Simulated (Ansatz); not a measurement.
# Relaxation of the atoms of Nb₃Si₂ (P4/mbm, 10 atoms in the cell) at several settings

```
CELL_PARAMETERS angstrom
      6.74561     0.00000     0.00000
      0.00000     6.74561     0.00000
      0.00000     0.00000     3.52141
ATOMIC_POSITIONS crystal
  Nb 0.50000 0.50000 0.00000
  Nb 0.00000 0.00000 0.00000
  Nb 0.67145 0.17145 0.50000
  Nb 0.32855 0.82855 0.50000
  Nb 0.82855 0.67145 0.50000
  Nb 0.17145 0.32855 0.50000
  Si 0.12727 0.62727 0.00000
  Si 0.87273 0.37273 0.00000
  Si 0.37273 0.12727 0.00000
  Si 0.62727 0.87273 0.00000
```

Base: r2SCAN, default PAW files made with PBE in Ansatz (a program for electronic structure). Its settings: basis.ecutwfc = 500 eV; kpoints.mp_grid.grid = 3 3 6; kpoints.mp_grid.shift = 0.5 0.5 0.5; hamiltonian.xc = r2scan; hamiltonian.pseudopotentials = {kind: paw} (the program's default PAW files); scf.occupations.method = gaussian; scf.occupations.width = 0.272 eV. Starting volume 16.02 Å³ per atom.

Each line gives the change from the base single point and the result:

- atoms moved at random; relax: default → atoms; relax.f_tol: default → 0.005 eV/Å: pressure -1.73 GPa; relaxation steps 5; free energy against the base single point 0.0 meV/atom.
- atoms moved at random; relax: default → atoms; relax.f_tol: default → 0.1 eV/Å: pressure -1.72 GPa; largest force (vector length) 0.015 eV/Å; relaxation steps 4; free energy against the base single point 0.0 meV/atom.

The starting cell comes from a database of computed structures (which also holds hypothetical and non-ambient phases and stackings), without a prior relaxation at this level. Spin polarisation is off. Ansatz's pressure includes its estimate of the finite-basis (Pulay) stress.

Left out of this page: 1 run of the series outside the window shown, repeating another row's setting, or not comparable.

Keys are those of Ansatz 0.2.
